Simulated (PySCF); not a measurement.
PySCF 2.14.0, B3LYP/def2-svp, df: Cr(O)(S)(OSiH3)2 ([O]=[Cr](=[S])([O][SiH3])[O][SiH3]), 13 atoms. The geometry is a generated start, not checked to be a minimum at this level.

- task: energy
- method: b3lyp
- basis: def2-svp
- two-electron scheme: density fitting
- mol.max_memory: 3000 MB
- mf.max_cycle: 100
- mf.init_guess: minao (default)
- mf.DIIS: CDIIS (default)
- mf.diis_space: 8 (default)
- mf.conv_tol: 1e-09 (default)
- mf.grids.level: 3 (default)
- basis functions: 157
- grid points: 179240

```xyz
13

Cr    -0.5125     1.0303     0.1844
O     -0.7798     2.3261    -0.6344
S     -1.3308     1.3545     2.0515
O      1.1203     0.7084     0.4915
Si     2.7212     0.5380     0.7309
H      3.0105     1.3654     1.9048
H      3.3709     0.9984    -0.4997
H      2.8771    -0.9056     0.9611
O     -1.3080    -0.3480    -0.3919
Si    -2.1532    -1.5528    -1.0854
H     -1.2916    -2.7259    -0.8800
H     -2.3130    -1.1884    -2.4980
H     -3.4112    -1.6006    -0.3348
```

Charge 0 and multiplicity 1 are set for this test and not shown to be the ground state.

One run each on 2 threads, 1 BLAS thread. Values of level_shift (Hartree) tried: 0 (default), 0.1, 0.3, 1.

Task: How does the count of Fock builds change with level_shift (Hartree), and where is it least?

Result: Fewest Fock builds: 0 (default) with 19. The count rises to 62 at 1. All converge to one solution.

```json
[
 {"level_shift (Hartree)": "0 (default)", "Fock builds": "19", "end": "same solution"},
 {"level_shift (Hartree)": "0.1", "Fock builds": "21", "end": "same solution"},
 {"level_shift (Hartree)": "0.3", "Fock builds": "27", "end": "same solution"},
 {"level_shift (Hartree)": "1", "Fock builds": "62", "end": "same solution"}
]
```
